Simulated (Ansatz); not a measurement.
The parent structure is GeS in the GeS type structure (space group Pnma, No. 62; a = 10.661 Å, b = 3.681 Å, c = 4.356 Å; layered, stacked along the Cartesian x axis). Axes: x, y, z lie along a, b, c of the conventional cell.

The values are results of PBE-D3(BJ) (Ansatz, a quantum-chemistry and plane-wave program, PAW, spin-orbit coupling left out), not measurements.

For the base:

```
Item                  Result
-------------------  -------
Band gap             1.24 eV
Smallest direct gap  1.26 eV
```

The change: uniaxial strain ε_yy = +0.51 %, all other strain components held at zero; the atoms relax in the strained cell.

**Question.** What happens to the band gap and smallest direct gap?

**Answer.** The band gap rises by 0.05 eV, from 1.24 eV to 1.29 eV; the smallest direct gap grows by 0.04 eV to 1.30 eV.

No phonon test of stability was made. The program warned that a D3 coordination switch lies within reach, so dispersion energies are less smooth here.
